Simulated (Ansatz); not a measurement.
Results of r²SCAN (Ansatz, a first-principles code, PAW) for fluorite NiSi2.

Numerical settings: plane-wave cutoff 600 eV, 20×20×20 k mesh, Fermi–Dirac smearing 0.073 eV (set by the program), no spin polarisation, scalar-relativistic PAW data made under PBE.

Cell (relaxed at this level):

```
NiSi2
1.0
    0.00000     2.69295     2.69295
    2.69295     0.00000     2.69295
    2.69295     2.69295     0.00000
Si Ni
2 1
Direct
  0.25000   0.25000   0.25000
  0.75000   0.75000   0.75000
  0.00000   0.00000   0.00000
```

Predict the elastic constant C12, Voigt–Reuss–Hill bulk modulus, elastic constant C44 and elastic constant C11.


- elastic constant C12: 141 GPa
- Voigt–Reuss–Hill bulk modulus: 161 GPa
- elastic constant C44: 92.2 GPa
- elastic constant C11: 202 GPa

Elastic constants are with the ions relaxed.

The computed numbers hold no vibrational or temperature effects.
